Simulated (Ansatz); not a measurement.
The parent structure is Sn in the diamond structure (space group Fd-3m, No. 227; relaxed with 0.1 eV smearing).

```
Sn
1.0
    0.00000     3.27009     3.27009
    3.27009     0.00000     3.27009
    3.27009     3.27009     0.00000
Sn
2
Direct
  0.00000   0.00000   0.00000
  0.25000   0.25000   0.25000
```

Method: Kohn–Sham DFT with the PBEsol functional, run in Ansatz (a first-principles code) with PAW and 420 eV plane waves, no spin-orbit coupling.

For the base:

* **Pressure**: 0.0 GPa
* **Band gap**: zero

Now apply this change: every lattice vector is stretched by 1.50 %; the atoms relax in the strained cell.

Q: How does this affect the energy relative to the base?

A: The energy increases by 8.6 meV/atom.

Q: What does the calculation give for the pressure after the change?

A: The pressure goes from zero to -1.7 GPa.

Q: Predict the new band gap.

A: The band gap remains zero.

Whether these cells are dynamically stable was not tested.
